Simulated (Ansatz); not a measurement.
**H2O on the 1x1 (110) surface of 3C silicon carbide (cut with top plane C + Si), one in a 2x2 cell, started at the site 'hollow C-C-Si-Si'**

Host crystal: 3C silicon carbide, with a band gap (PBE, scalar-relativistic without spin-orbit coupling).

These are r2SCAN, at the PBE geometry (plane waves to 500 eV, PAW; Ansatz, a program for electronic structure) values and carry that method's errors.

Set-up: 51 atoms, 7.7 Å thick at the start under the adsorbate (thin: gaps and levels are the slab's own); mesh 3x3x1; 0.01 eV smearing; dipole correction on; single point; no symmetry held, on the structure that PBE left; no spin, no spin-orbit, no U, no dispersion correction. At the end it is bonded to C + Si. In PBE it is, or lies within 0.03 eV of, the lowest of the starts that converged; the order may differ at this level.

```json
{
 "energy of the end state, in which the adsorbate came apart, against H2O(g) at the same level": "-3.09 eV",
 "change_of_the_step_from_the_bottom_to_the_top_vacuum_level_against_the_clean_slab": "-0.70 eV",
 "height of the binding atom over the mean of the host atoms within 0.3 Å of the top one": "1.479 Å",
 "note": "in the relaxation the adsorbate left its starting site by 1.0 Å",
 "cost": "around 2.9 core-minutes (rough)"
}
```

A negative adsorption energy means that the adsorbate is more stable on the surface than in its reference.
